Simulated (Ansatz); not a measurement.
Start from Au in the fcc (Cu type) structure (space group Fm-3m, No. 225; relaxed with 0.1 eV smearing).

```yaml
crystal:
  lattice:
    - [0.00000, 2.04143, 2.04143]
    - [2.04143, 0.00000, 2.04143]
    - [2.04143, 2.04143, 0.00000]
  atoms:
    - { symbol: Au, position: [0.00000, 0.00000, 0.00000] }
```

Cartesian axes are those of the cell as printed.

Calculations: DFT with PBEsol, PAW potentials and a 420 eV plane-wave cutoff in Ansatz (a program for electronic structure), without spin-orbit coupling, earlier PAW set.

Strains are applied to the cell and any free atomic positions relax; under biaxial strain the out-of-plane vector relaxes too.

One change was made to it. Results:

```tsv
quantity	base	after
pressure	0.0 GPa	-13.9 GPa
energy relative to the base (free energy F)	0 meV/atom	+97 meV/atom
```

Task: Which of these changes matches the shifts?
A. strain tensor (xx, yy, zz, yz, xz, xy) = (−0.12, −0.38, +0.43, −0.78, +0.43, −0.52) %
B. biaxial strain +1.97 %, plane normal [111], relaxed out of plane
C. isotropic strain +2.52 %
D. isotropic strain +3.72 %
E. isotropic strain +3.89 %

Result: D, isotropic strain +3.72 %. For comparison, the energy relative to the base in the other runs: isotropic strain +3.89 % gives +105 meV/atom; isotropic strain +2.52 % gives +47 meV/atom; strain tensor (xx, yy, zz, yz, xz, xy) = (−0.12, −0.38, +0.43, −0.78, +0.43, −0.52) % gives +1.0 meV/atom; biaxial strain +1.97 %, plane normal [111], relaxed out of plane gives +6.2 meV/atom.

Stability against distortions was not tested.
